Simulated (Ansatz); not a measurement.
Start from Sn$_{4}$Pt (space group Ccce, No. 68; a = 6.4244 Å, b = 11.4064 Å, c = 6.4089 Å). Axes: x, y, z lie along a, b, c of the conventional cell.

Calculations: PBEsol (Ansatz, a program for electronic structure), spin-orbit coupling left out.

Strains are applied to the cell and any free atomic positions relax; under biaxial strain the out-of-plane vector relaxes too.

One change was made to it. Results:

The band gap remains zero; the pressure (mean of the normal stresses, compression positive) goes from zero to -1.5 GPa.

Which change produced these results?
(A) isotropic strain +2.06 %
(B) tensor shear ε_xz = +2.32 %
(C) biaxial strain −1.98 %, plane normal [001], relaxed out of plane
(D) uniaxial strain ε_yy = +2.32 %

D, uniaxial strain ε_yy = +2.32 %. For comparison, the pressure in the other runs: biaxial strain −1.98 %, plane normal [001], relaxed out of plane gives 2.2 GPa; isotropic strain +2.06 % gives -3.7 GPa; tensor shear ε_xz = +2.32 % gives 0.2 GPa.

Without a gap, meshes like the base's 9×9×8 leave anisotropic stresses uncertain by several tenths of a GPa, and small strain energies with them. Whether these cells are dynamically stable was not tested. All final runs are without spin polarisation.
